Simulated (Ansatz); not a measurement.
Electronic density of states of amorphous Si₃₀N₄₄Ti₃, density 3.07 g/cm³, on a 2×2×2 Γ-centred mesh with a Gaussian width of 0.1 eV; energies count from the Fermi level, whose place inside the gap is arbitrary. Cell and mesh are small, so fine structure isn't converged. Calculation: PBE, scalar-relativistic without spin-orbit coupling (plane waves to 420 eV, PAW; Ansatz, a first-principles code). Sampling: a 2×2×2 Γ-centred mesh; Fermi-Dirac width 0.02 eV; no spin polarisation. At PBE the levels at both edges of the gap are localised (band-tail or defect states), and the nearest spread-out levels lie 2.3 eV apart at the zone centre.

It comes from a melt-quench run on a machine-learned potential (CHGNet), relaxed afterwards by DFT. N atoms were pushed apart under 1.9 Å during the dynamics, to hinder bonds among them. The hot cell started wider than the set density and was brought back towards it in steps. It is the lowest in DFT energy of 2 quenches. It is a model cell: composition and starting density were chosen by hand, and all elements were melted together. No dispersion term was used. Its density started from a set value of 3.05 and ended at 3.07 g/cm³. Cooling (nominally 300 K/ps over its main leg) ran many orders faster than in experiment, which tends to leave more defects and strain. One small periodic cell is one sample of the glass; other quenches scatter about these values. Volume and shape were free in the relaxation. On a 2×2×2 Γ-centred mesh force components of up to 0.14 eV/Å stay, since the relaxation ran on the zone centre alone.

(E - EF (eV), states/(eV atom)): (-12.00, 0.00); (-11.90, 0.00); (-11.80, 0.00); (-11.70, 0.00); (-11.60, 0.00); (-11.50, 0.00); (-11.40, 0.00); (-11.30, 0.00); (-11.20, 0.00); (-11.10, 0.00); (-11.00, 0.00); (-10.90, 0.00); (-10.80, 0.00); (-10.70, 0.00); (-10.60, 0.03); (-10.50, 0.10); (-10.40, 0.14); (-10.30, 0.14); (-10.20, 0.12); (-10.10, 0.16); (-10.00, 0.21); (-9.90, 0.21); (-9.80, 0.19); (-9.70, 0.20); (-9.60, 0.24); (-9.50, 0.27); (-9.40, 0.27); (-9.30, 0.25); (-9.20, 0.22); (-9.10, 0.23); (-9.00, 0.25); (-8.90, 0.26); (-8.80, 0.25); (-8.70, 0.26); (-8.60, 0.23); (-8.50, 0.21); (-8.40, 0.23); (-8.30, 0.25); (-8.20, 0.23); (-8.10, 0.22); (-8.00, 0.22); (-7.90, 0.20); (-7.80, 0.22); (-7.70, 0.21); (-7.60, 0.22); (-7.50, 0.30); (-7.40, 0.31); (-7.30, 0.31); (-7.20, 0.37); (-7.10, 0.33); (-7.00, 0.38); (-6.90, 0.39); (-6.80, 0.36); (-6.70, 0.37); (-6.60, 0.39); (-6.50, 0.37); (-6.40, 0.43); (-6.30, 0.45); (-6.20, 0.41); (-6.10, 0.40); (-6.00, 0.46); (-5.90, 0.47); (-5.80, 0.43); (-5.70, 0.44); (-5.60, 0.46); (-5.50, 0.46); (-5.40, 0.47); (-5.30, 0.49); (-5.20, 0.49); (-5.10, 0.45); (-5.00, 0.45); (-4.90, 0.49); (-4.80, 0.48); (-4.70, 0.44); (-4.60, 0.42); (-4.50, 0.45); (-4.40, 0.51); (-4.30, 0.52); (-4.20, 0.50); (-4.10, 0.43); (-4.00, 0.44); (-3.90, 0.45); (-3.80, 0.41); (-3.70, 0.42); (-3.60, 0.44); (-3.50, 0.48); (-3.40, 0.48); (-3.30, 0.46); (-3.20, 0.44); (-3.10, 0.45); (-3.00, 0.45); (-2.90, 0.44); (-2.80, 0.45); (-2.70, 0.46); (-2.60, 0.48); (-2.50, 0.49); (-2.40, 0.49); (-2.30, 0.49); (-2.20, 0.50); (-2.10, 0.48); (-2.00, 0.48); (-1.90, 0.41); (-1.80, 0.34); (-1.70, 0.37); (-1.60, 0.39); (-1.50, 0.40); (-1.40, 0.35); (-1.30, 0.22); (-1.20, 0.18); (-1.10, 0.23); (-1.00, 0.15); (-0.90, 0.11); (-0.80, 0.12); (-0.70, 0.03); (-0.60, 0.00); (-0.50, 0.00); (-0.40, 0.00); (-0.30, 0.00); (-0.20, 0.00); (-0.10, 0.00); (0.00, 0.00); (0.10, 0.00); (0.20, 0.00); (0.30, 0.00); (0.40, 0.00); (0.50, 0.00); (0.60, 0.00); (0.70, 0.03); (0.80, 0.15); (0.90, 0.22); (1.00, 0.14); (1.10, 0.15); (1.20, 0.18); (1.30, 0.25); (1.40, 0.21); (1.50, 0.21); (1.60, 0.22); (1.70, 0.21); (1.80, 0.28); (1.90, 0.24); (2.00, 0.16); (2.10, 0.18); (2.20, 0.18); (2.30, 0.09); (2.40, 0.05); (2.50, 0.12); (2.60, 0.19); (2.70, 0.23); (2.80, 0.21); (2.90, 0.15); (3.00, 0.16); (3.10, 0.20); (3.20, 0.23); (3.30, 0.27); (3.40, 0.22); (3.50, 0.19); (3.60, 0.23); (3.70, 0.25); (3.80, 0.28); (3.90, 0.31); (4.00, 0.32); (4.10, 0.34); (4.20, 0.34)

The gap between localised states on this mesh is 1.60 eV; the broadening fills part of it in the curve.
